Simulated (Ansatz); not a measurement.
Cubic perovskite CsSnI3 (cubic high-temperature phase) was calculated with PBE0 in Ansatz (plane waves, PAW).

Run with plane-wave cutoff 460 eV, 4×4×4 k mesh, Fermi–Dirac smearing 0.01 eV, scalar-relativistic PAW data made under PBE.

The cell has the measured lattice: a = 6.219 Å, b = 6.219 Å, c = 6.219 Å, α = 90.00°, β = 90.00°, γ = 90.00°.

### Question
Estimate the band gap and Γ–Γ gap that the calculation returns.

### Answer

- band gap = 1.24 eV (on the SCF k mesh)
- Γ–Γ gap = 6.02 eV

Note: held by symmetry at 0 K, a high-temperature phase can be a saddle point; cell and atoms aren't relaxed at this level (pressure 0.3 GPa).

Spin–orbit coupling is not included; with these elements it can move the gap by several tenths of an eV or more.

Computed values are for the static lattice.

Computing time: around 8 core-minutes (rough).

Ansatz is an electronic-structure program.
